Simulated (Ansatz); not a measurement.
We consider antifluorite K2S, described by rVV10 (PAW; Ansatz, a first-principles code).

Run with plane-wave cutoff 520 eV, 8×8×8 k mesh, Fermi–Dirac smearing 0.01 eV, scalar-relativistic PAW data made under PBE.

Pressure at four volumes; x = ln(V/33.500 Å³). One pressure is withheld.

```
V (Å³/atom)        x  P (GPa)
-----------  -------  -------
31.490       -0.0619        ?
32.160       -0.0408    0.927
33.500        0.0000    0.000
35.510        0.0583   -1.062
```

**Question.** Pass a parabola P(x) through the three rows shown, estimate the bulk modulus and its pressure derivative near zero pressure, and predict the withheld pressure.

**Answer.** Slopes between the rows: (0.000 − (0.927))/(0.0000 − (-0.0408)) = -22.72 and (-1.062 − (0.000))/(0.0583 − (0.0000)) = -18.22 GPa. Their difference over the span 0.0991 is c = 4.50/0.0991 = 45.4 GPa, so P(x) = 0.927 + (-22.72)(x − (-0.0408)) + 45.4 (x − (-0.0408))(x − (0.0000)). At the middle row B = −dP/dx = −[-22.72 + 45.4 × 0.0408] = 20.9 GPa, and B′ = dB/dP = 2c/B = 4.3. At x = -0.0619 the parabola gives 1.466 GPa; the run gives 1.473 GPa. The Birch–Murnaghan fit to the energies at all volumes has B0 = 20.7 GPa and B′ = 4.4.
